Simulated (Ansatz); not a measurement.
We consider PtAu (P-6m2, No. 187, 2 atoms in the cell; start mp-1186779), described by LDA in Ansatz (PAW).

Run with plane-wave cutoff 520 eV, 24×24×12 k mesh (along the axes of the cell as run), Fermi–Dirac smearing 0.05 eV, scalar-relativistic PAW data made under PBE.

Cell (relaxed at this level):

Space group P-6m2 (No. 187); a = 2.7617 Å, b = 2.7617 Å, c = 4.7413 Å, α = 90.00°, β = 90.00°, γ = 120.00°

```csv
atom,site,symmetry,x,y,z
Pt,1e,-6m2,0.6667,0.3333,0.0000
Au,1b,-6m2,0.0000,0.0000,0.5000
```

Question: Predict the bulk modulus B0.

Answer: 
- bulk modulus B0: 243 GPa

The run finds no gap.

Note: the bulk modulus is −V dP/dV from two relaxed cells at ±2 % in volume; the relaxation could not lower the start's symmetry, so the cell can be a saddle point above a distorted one.

Spin–orbit coupling is not included; it can shift volumes and moduli of such heavy elements.

Cost on a shared machine: about 5 core-minutes (a rough figure).

A start named mp-… is a Materials Project structure, which need not be a measured phase.

Ansatz is a program for electronic structure.
